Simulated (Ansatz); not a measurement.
The starting structures come from a database of crystals and need not be the phases stable at ambient conditions.

Evanescent states of TaCu₃Te₄ (P-43m, not sure to be the ambient phase, 8 atoms a cell, 26.5 Å³ an atom) along the normal of (110)

Level of theory: r2SCAN (plane waves, PAW; Ansatz, a quantum-chemistry and plane-wave program).

The gap is the functional's own. No spin-orbit coupling. Mid-gap values are interpolated on the energy grid.

Energies count from the valence-band top; κ is the least over a 6×4 mesh across the current.

```csv
E (eV),κ (1/Å),where
0.04,0.056,off Γ
0.12,0.095,off Γ
0.20,0.119,off Γ
0.28,0.138,off Γ
0.36,[?],off Γ
0.44,[?],off Γ
0.52,[?],off Γ
0.60,[?],off Γ
0.68,[?],off Γ
0.76,[?],off Γ
0.84,[?],off Γ
0.92,[?],off Γ
1.00,0.209,off Γ
1.08,0.200,off Γ
1.16,0.171,off Γ
1.24,0.120,off Γ
```

Task: Complete the blanks.

Result: 
- 0.36, κ (1/Å): 0.152
- 0.44, κ (1/Å): 0.164
- 0.52, κ (1/Å): 0.175
- 0.60, κ (1/Å): 0.184
- 0.68, κ (1/Å): 0.192
- 0.76, κ (1/Å): 0.199
- 0.84, κ (1/Å): 0.205
- 0.92, κ (1/Å): 0.211
